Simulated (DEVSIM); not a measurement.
**Si p+/n-/n+ power diode**

System: Si p+/n-/n+ power diode, at 300 K.

```
layer (left to right)  material  thickness (μm)  Nd (cm⁻³)  Na (cm⁻³)   τn (s)   τp (s)
---------------------  --------  --------------  ---------  ---------  -------  -------
1                            Si           0.860          -     6.7e18  0.00078  0.00078
2                            Si            42.0     2.5e15          -  0.00078  0.00078
3                            Si            2.30     2.8e18          -  0.00078  0.00078
```

Left contact: ohmic. Right contact: ohmic. Voltage is applied to the left contact. Recombination: SRH at mid-gap, radiative, Auger. Mobility is μmin + (μ − μmin)/(1 + (N/Nref)^α).

Constants are typed, rounded textbook-type inputs, not results; the design itself was drawn at random and stands for no fabricated device. Values at 300 K.

```
parameter           Si
-------------  -------
gap (eV)         1.124
affinity (eV)     4.05
permittivity      11.7
Nc (cm⁻³)      2.86e19
Nv (cm⁻³)       3.1e19
μn (cm²/Vs)       1417
μp (cm²/Vs)        470
μn,min              52
μp,min              45
Nref,n          9.7e16
Nref,p          2.2e17
αn                0.68
αp                0.72
B (cm³/s)      4.7e-15
Cn (cm⁶/s)     2.8e-31
Cp (cm⁶/s)     9.9e-32
```

Simulated with DEVSIM: 1D drift-diffusion, Boltzmann statistics, complete ionisation; no tunnelling, impact ionisation, image-force lowering or self-heating.

The potential step across the device at zero bias is 1.024 V and the dark forward voltage at 1 A/cm² is 0.758 V. The dark forward voltage at 100 A/cm² is 0.884 V.

Dark forward current:

(V (V), J (A/cm²)): (0.05, 1.3e-11); (0.10, 5.2e-11); (0.15, 2.0e-10); (0.20, 8.6e-10); (0.25, 4.5e-9); (0.30, 2.7e-8); (0.35, 1.8e-7); (0.40, 1.2e-6); (0.45, 8.2e-6); (0.50, 5.6e-5); (0.55, 0.00038); (0.60, 0.0026); (0.65, 0.016); (0.70, 0.11); (0.75, 0.73); (0.80, 4.8); (0.85, 31); (0.90, 180); (0.95, 810); (1.00, 2600)

Dark reverse current:

| V (V) | J (A/cm²) |
|---|---|
| -1.00 | -5.0e-11 |
| -2.50 | -9.2e-11 |
| -5.00 | -1.4e-10 |
| -7.50 | -1.8e-10 |
| -10.00 | -2.1e-10 |
| -15.00 | -2.7e-10 |
| -20.00 | -3.2e-10 |
| -25.00 | -3.6e-10 |
| -32.50 | -4.2e-10 |
| -40.00 | -4.6e-10 |
| -50.00 | -5.2e-10 |
